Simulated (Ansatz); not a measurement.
# Ru2Si (model structure, started from the Cu2Sb type, P4/nmm, No. 129, 6 atoms in the cell): properties by level of theory

```json
[
 {"level (code)": "PBE (Ansatz)", "equilibrium lattice constant a (Å)": "___", "c axis length (Å)": "5.957"},
 {"level (code)": "PBEsol (Ansatz)", "equilibrium lattice constant a (Å)": "3.712", "c axis length (Å)": "5.915"},
 {"level (code)": "PBE-D3(BJ) (Ansatz)", "equilibrium lattice constant a (Å)": "3.713", "c axis length (Å)": "5.926"}
]
```

Task: Complete the blanks.

Result: 
- PBE (Ansatz, an electronic-structure program), equilibrium lattice constant a (Å): 3.755

Ansatz's density-functional and Hartree–Fock values are scalar-relativistic unless marked +SOC, with PAW data made under PBE.

The computed numbers hold no vibrational or temperature effects.

A model structure was made by putting elements into a prototype or built by hand; it is no filed structure, need not be a known phase, and can be a saddle point held by its symmetry.
